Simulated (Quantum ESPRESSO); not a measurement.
Troubleshooting Quantum ESPRESSO: a failed run on Ti6P2O (C2/m, 9 atoms in the cell). The aim is a self-consistent single point with DFT, LDA (PZ), plane waves, GBRV 1.5 ultrasoft (LDA) pseudopotentials.

Cell that was meant: a = 5.0995 Å, b = 5.0995 Å, c = 7.5662 Å, α = 91.16°, β = 91.16°, γ = 36.90°.

Part of the input:

```fortran
Ti    47.8670  ti_lda_v1.4.uspp.F.UPF
P     30.9738  p_lda_v1.5.uspp.F.UPF
O     15.9990  o_lda_v1.2.uspp.F.UPF
ATOMIC_POSITIONS cartesian
Ti    0.44451000    0.44451000    0.75998000
Ti    0.55549000    0.55549000    0.24002000
Ti    0.13762000    0.13762000    0.54712000
```

The program printed (abridged):

```
     This program is part of the open-source Quantum ESPRESSO suite
     for quantum simulation of materials; please cite

 %%%%%%%%%%%%%%%%%%%%%%%%%%%%%%%%%%%%%%%%%%%%%%%%%%%%%%%%%%%%%%%%%%%%%%%%%%%%%%
     Error in routine read_cards (1):
     unknown option for ATOMIC_POSITION: ATOMIC_POSITIONS CARTESIAN
 %%%%%%%%%%%%%%%%%%%%%%%%%%%%%%%%%%%%%%%%%%%%%%%%%%%%%%%%%%%%%%%%%%%%%%%%%%%%%%

     stopping ...
```

Task: From the messages shown, name the fault and mend the input.

Result: The fault is a value that the program does not know. The key takes a closed list of words, and names differ between codes. To fix it, use one of the words that the key accepts. The program stopped before any SCF iteration.

An input that runs soundly differs in these lines (not the only fix; some lines may just follow from the change or write a value another way):
```diff
-ATOMIC_POSITIONS cartesian
+ATOMIC_POSITIONS crystal
```

With that input, the run converged in 24 iterations: free energy E − TS -10607.9264 eV; Fermi level (on the code's own zero) 15.17 eV; pressure -0.20 GPa; largest force (vector length) 0.355 eV/Å (DFT, LDA (PZ), plane waves, GBRV 1.5 ultrasoft (LDA) pseudopotentials).

On the sound input: the starting cell comes from a database of computed structures (which also holds hypothetical and non-ambient phases and stackings), without a prior relaxation at this level. Its lattice was rescaled by a random factor within 2.5 % of one. Spin polarisation is off, so a magnetic state, if there is one, cannot be reached. Without a gap this mesh is coarse (it stands for a supercell whose shortest vector is 15 Å).
